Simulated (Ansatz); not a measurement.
Take ZrSi2 (space group Cmcm, No. 63; a = 3.705 Å, b = 14.795 Å, c = 3.679 Å) as the base. Axes: x, y, z lie along a, b, c of the conventional cell.

Computed with PBE/PAW in Ansatz (an electronic-structure program), no SOC, earlier PAW set.

Before the change:

- Pressure = 0.0 GPa
- Shortest interatomic distance = 2.420 Å

It is then changed as follows: compressive biaxial strain of 2.80 % in the plane normal to [001], as in epitaxy on a mismatched substrate; the out-of-plane cell vector and the atoms relax.

How does this affect the energy relative to the base, pressure and shortest interatomic distance?

The energy goes up by 21 meV/atom; the pressure (mean of the normal stresses, compression positive) goes from zero to 4.9 GPa; the shortest interatomic distance increases by 0.010 Å (2.420 Å → 2.430 Å).

Without a gap, meshes like the base's 13×13×13 leave anisotropic stresses uncertain by several tenths of a GPa, and small strain energies with them. Stability against distortions was not tested. The final runs are not spin-polarised.
